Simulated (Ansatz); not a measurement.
Consider MoSi$_{2}$ (space group I4/mmm, No. 139; a = 3.2022 Å, c = 7.8195 Å). Axes: x, y, z lie along a, b, c of the conventional cell.

The values are results of DFT with r2SCAN, PAW potentials and a 500 eV plane-wave cutoff in Ansatz (a program for electronic structure), no spin-orbit coupling, earlier PAW set, not measurements.

Strains are applied to the cell and any free atomic positions relax; under biaxial strain the out-of-plane vector relaxes too.

One change was made to it. Results:

```json
[
 {"quantity": "energy relative to the base (free energy F)", "base": "0 meV/atom", "after": "+4.8 meV/atom"},
 {"quantity": "pressure (mean of the normal stresses, compression positive)", "base": "0.0 GPa", "after": "3.6 GPa"}
]
```

Q: Which change produced these results?
A) biaxial strain +1.53 %, plane normal [001], relaxed out of plane
B) biaxial strain +1.48 %, plane normal [001], relaxed out of plane
C) isotropic strain −3.12 %
D) uniaxial strain ε_xx = −1.64 %
E) biaxial strain +0.99 %, plane normal [001], relaxed out of plane

A: D, uniaxial strain ε_xx = −1.64 %. For comparison, the pressure in the other runs: isotropic strain −3.12 % gives 25.8 GPa; biaxial strain +1.48 %, plane normal [001], relaxed out of plane gives -4.6 GPa; biaxial strain +0.99 %, plane normal [001], relaxed out of plane gives -3.2 GPa; biaxial strain +1.53 %, plane normal [001], relaxed out of plane gives -4.8 GPa.

A case with no gap was solved on a k-mesh chosen for an insulator, which is coarse for it. Without a gap, meshes like the base's 14×14×14 leave anisotropic stresses uncertain by several tenths of a GPa, and small strain energies with them. Stability against distortions was not tested. All final runs are without spin polarisation.
